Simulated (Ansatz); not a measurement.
Start from Te (space group P3_121, No. 152; a = 4.624 Å, c = 5.904 Å; made of chains). Axes: x lies along a and z along c of the hexagonal cell.

Calculations: Ansatz (an electronic-structure program), r2SCAN, PAW, cutoff 500 eV, spin-orbit coupling left out, earlier PAW set.

Modification: the cell is compressed by 0.35 % along x with no lateral relaxation, atoms relaxed at fixed cell.

### Question
Estimate the effect on the stress and energy relative to the base.

### Answer
The stress (xx, yy, zz, yz, xz, xy; compression positive) comes out as (0.07, 0.01, 0.06, 0.03, 0.00, 0.00) GPa; the energy is nearly the same.

The cells carry an imposed strain or load. Whether these cells are dynamically stable was not tested. No dispersion term is included, though the crystal is made of layers, chains or molecules, so its spacings can come out too wide.
